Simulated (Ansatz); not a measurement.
Take TeO₂ in the fluorite structure (space group Fm-3m, No. 225; a = 5.323 Å; a hypothetical phase, not in the database extracts checked) as the base.

It is then changed as follows: cell and atoms relaxed at a pressure of 30 GPa.

Levels (all Ansatz, a program for electronic structure, PAW, earlier PAW set): PBEsol (420 eV, no SOC); r2SCAN (500 eV, no spin-orbit coupling); HSE06 (420 eV, no spin-orbit coupling); PBEsol+SOC (420 eV, spin-orbit coupling included); HSE06+SOC (420 eV, with spin-orbit coupling).

One geometry, relaxed with PBEsol, under each level:

```tsv
level	band gap	lowest conduction level above the VBM at special points	electron mass	hole mass	pressure
PBEsol	0.55 eV	Γ 1.46 eV; X 1.56 eV; K 3.45 eV; U 3.45 eV	0.59 mₑ along k, 0.25 mₑ across (off the special points)	0.42 mₑ along k, 2.4 mₑ across (at L)	300.0 kbar
r2SCAN	0.84 eV	Γ 1.74 eV; X 1.87 eV; K 3.77 eV; U 3.77 eV	0.60 mₑ along k, 0.26 mₑ across (off the special points)	0.72 mₑ along k, 1.1 mₑ across (at L)	323.6 kbar
HSE06	1.47 eV	Γ 2.38 eV; X 2.52 eV; K 4.50 eV	–	–	–
PBEsol+SOC	0.50 eV	Γ 0.90 eV; X 1.50 eV; K 3.34 eV; U 3.34 eV	0.61 mₑ along k, 0.25 mₑ across (off the special points)	0.42 mₑ along k, 2.4 mₑ across (at L)	302.6 kbar
HSE06+SOC	1.40 eV	Γ 1.77 eV; X 2.46 eV; K 4.38 eV	–	–	–
```

Single points use the geometry relaxed with PBEsol. Their cutoffs differ, which shifts pressures a little. The hybrid gap comes from the SCF mesh plus the semilocal run's edge points and a few special points and is an upper bound. The spin-orbit shifts are approximate. Spin-orbit coupling, missing from the scalar runs, can matter with Te. Load acts through the strain it causes; cell and atoms are relaxed under it. Masses are band curvatures over ±0.01 Å⁻¹ around the edge. Along k means along the line from Γ to the band edge. No phonon test of stability was made. Competing high-pressure phases were not computed.
